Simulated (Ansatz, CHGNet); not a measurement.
For L1₂ (Cu3Au-type) Ni₃Si, the machine-learned potential CHGNet 0.3.0 (trained on PBE and PBE+U data) gives:

* **equilibrium lattice constant a**: 3.496 Å
* **elastic constant C11**: 256 GPa
* **elastic constant C44**: 56.1 GPa
* **polycrystal shear modulus**: 41.7 GPa
* **enthalpy of formation**: -0.445 eV/atom

Q: What does r²SCAN in Ansatz (plane waves, PAW) give for the same quantities?

A: 
- lattice constant a: 3.465 Å (shrinks by 0.9 %)
- elastic constant C11: 350 GPa (increases by 37 %)
- elastic constant C44: 150 GPa (increases by 170 %)
- Voigt–Reuss–Hill shear modulus: 118 GPa (goes up by 180 %)
- formation enthalpy: -0.437 eV/atom (moves by +0.008 eV/atom)

For comparison: lattice constant a 3.510 Å (measured, temperature not stated, not corrected to a static lattice; as tabulated in Metallic Nickel Silicides: Experiments and Theory for NiSi and First Principles …).

Changes are worked out from the printed values.

Unless a cell is named, each level is at its own relaxed cell (CHGNet 0.3.0 10.69, r²SCAN 10.40 Å³/atom).

The crystal itself was run without spin with r²SCAN; a magnetic state was not tried in these runs.

Caveats: the energies of CHGNet 0.3.0 can hold anion corrections fitted to measured formation enthalpies (CHGNet 0.3.0). Ansatz's density-functional and Hartree–Fock values are scalar-relativistic unless marked +SOC, with PAW data made under PBE.

Ansatz is an electronic-structure program.
